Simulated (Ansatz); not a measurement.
Structures of equal composition on the (100) surface of germanium: 1 pair of surface atoms bonded, B on one of 2 atoms of the third shell, Cl on every dangling bond; 1 pair of surface atoms bonded, B on one of 2 atoms under the surface, Cl on every dangling bond. The slabs share one bottom face, and each structure is named by its start. These are constructed structures in small cells; real faces may alloy, dewet or reconstruct in larger ones, and not all known structures of the face are among them. Slabs of about 17 Å with all that they carry, Fermi-Dirac smearing of 0.025 eV. Bottom of the slabs: built like the top, H on every dangling bond, free. Relaxed from the named starts with such symmetry as they have, on meshes of like density; energies extrapolated to zero smearing; no spin-orbit coupling, no U. Spin-polarised runs, if any, are marked in brackets, and their order is one that fits the cell; the others ran without spin. Where a second, spin-polarised start was run, the lower counts.

These are PBE (plane waves to 420 eV, PAW; Ansatz, a program for electronic structure) values and carry that method's errors.

Question: Put the candidates in order of energy per 1x1 cell, lowest first, for PBE.

Answer: 1 pair of surface atoms bonded, B on one of 2 atoms under the surface, Cl on every dangling bond (0.000 eV (like top atoms buckled by 0.6 Å) [spin start, no net moment], no gap over 0.04 eV on the mesh), 1 pair of surface atoms bonded, B on one of 2 atoms of the third shell, Cl on every dangling bond (0.140 eV [spin start, no net moment], no gap over 0.04 eV on the mesh)
